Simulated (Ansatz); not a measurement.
The parent structure is KTaO$_{3}$ in the cubic perovskite structure (space group Pm-3m, No. 221; a = 4.024 Å).

Modification: hydrostatic tension (pressure −2 GPa).

Levels (all Ansatz, a first-principles code, PAW): PBE (420 eV, no SOC); PBE+SOC (420 eV, spin-orbit coupling included).

The geometry is relaxed with PBE.

| Property | Value |
|---|---|
| PBE lowest conduction level above the VBM at special points | Γ 2.14 eV; X 2.28 eV; M 4.84 eV; R 6.17 eV |
| PBE smallest direct gap | 2.76 eV |
| PBE gap character | indirect, R → Γ |

Predict the lowest conduction level above the VBM at special points, smallest direct gap and gap character from PBE+SOC.

The lowest conduction level above the VBM at special points goes from Γ 2.14 eV; X 2.28 eV; M 4.84 eV; R 6.17 eV to Γ 1.99 eV; X 2.26 eV; M 4.68 eV; R 6.02 eV; the smallest direct gap drops by 0.19 eV, from 2.76 eV to 2.57 eV; the gap character stays indirect, R → Γ.

Single points use the geometry relaxed with PBE. The spin-orbit shifts are approximate. With Ta present, leaving out spin-orbit coupling can change the band edges. Load acts through the strain it causes; cell and atoms are relaxed under it. No phonon test of stability was made.
